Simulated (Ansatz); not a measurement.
The starting structures come from a database of crystals and need not be the phases stable at ambient conditions.

Inside the gap of an insulator the Bloch states are evanescent, with a wavenumber k + iκ along the transport direction.

Here is the system:

```yaml
crystal:
  lattice:
    - [3.15741, 0.00000, 0.00000]
    - [-1.57870, 6.11073, 0.05487]
    - [1.57870, 0.38354, 2.70736]
  atoms:
    - { symbol: W, position: [0.00131, 0.00197, 0.99934] }
    - { symbol: S, position: [0.84155, 0.26233, 0.57922] }
    - { symbol: S, position: [0.49454, 0.74182, 0.75273] }
```

The cell was relaxed by PBE-D3(BJ); by r2SCAN it stands under a pressure of 2.2 GPa.

Transport runs along the normal of the first two printed cell vectors, the (101) plane of the conventional cell.

The gap is the functional's own. No spin-orbit coupling. Mid-gap values are those at the computed energy nearest the middle.

**Question.** Give the band gap and the smallest decay constant κ at mid-gap that Ansatz (a program for electronic structure) with r2SCAN yields.

**Answer.** Gap 1.03 eV on a 12×12×12 mesh; κ = 0.191 1/Å, at (0.300, 0.333) of the in-plane reciprocal vectors. At the zone centre the slowest state has κ = 0.28 1/Å.
